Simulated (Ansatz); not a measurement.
The parent structure is Cu in the fcc (Cu type) structure (space group Fm-3m, No. 225; a = 3.630 Å; relaxed with 0.1 eV smearing).

(Cell as relaxed with PBE.)

Levels (all Ansatz, a program for electronic structure, PAW): PBE (420 eV, no spin-orbit coupling); r2SCAN (500 eV, without spin-orbit coupling).

Each level relaxes its own structure.

```
base                      PBE    r2SCAN
-------------------  --------  --------
volume per atom      11.96 Å³  11.44 Å³
lattice parameter a   3.630 Å   3.577 Å
band gap                 zero      zero
```

Now apply this change: an isotropic linear strain of −4.65 %; the atoms relax in the strained cell.

```tsv
quantity	PBE	r2SCAN
energy relative to the base (free energy F)	+124 meV/atom	?
pressure	28.8 GPa	?
```

### Question
Given the PBE results, estimate those of r2SCAN.

### Answer

- energy relative to the base (free energy F), r2SCAN: +137 meV/atom
- pressure, r2SCAN: 33.3 GPa

PBE's energy relative to the base lies 13 meV/atom below r2SCAN's; PBE's pressure lies 4.5 GPa below r2SCAN's. Neither level is exact; r2SCAN is the comparison here, not a measurement.

No phonon test of stability was made. All final runs are without spin polarisation.
